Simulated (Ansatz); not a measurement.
Cubic perovskite SrHfO3 (cubic high-temperature phase) was calculated with HSE06 (PAW; Ansatz, an electronic-structure program).

Run with plane-wave cutoff 500 eV, 6×6×6 k mesh, gaussian smearing 0.02 eV, scalar-relativistic PAW data made under PBE.

Cell (relaxed with PBEsol):

HfSrO₃ is modelled in the cubic space group Pm-3m (No. 221), the cubic perovskite structure, Pearson symbol cP5. Lattice parameters: a = 4.106 Å, b = 4.106 Å, c = 4.106 Å, α = 90.00°, β = 90.00°, γ = 90.00°. Sr on 1b has 12 O at 2.903 Å (cuboctahedral). Hf on 1a has 6 O at 2.053 Å (octahedral). O on 3d is coordinated by 2 Hf at 2.053 Å and 4 Sr at 2.903 Å (octahedral). (Neighbours: up to the widest gap in distance over summed covalent radii, below 1.35, at either atom; cation-cation and far metal-metal contacts left out.)

Question: Estimate the band gap that the calculation returns.

Answer: 
band gap: 5.38 eV (on the SCF k mesh)

Note: held by symmetry at 0 K, a high-temperature phase can be a saddle point; cell and atoms aren't relaxed at this level (pressure 1.7 GPa).

Spin–orbit coupling is not included.

Computed values are for the static lattice.

Cost on a shared machine: roughly 4 core-minutes.
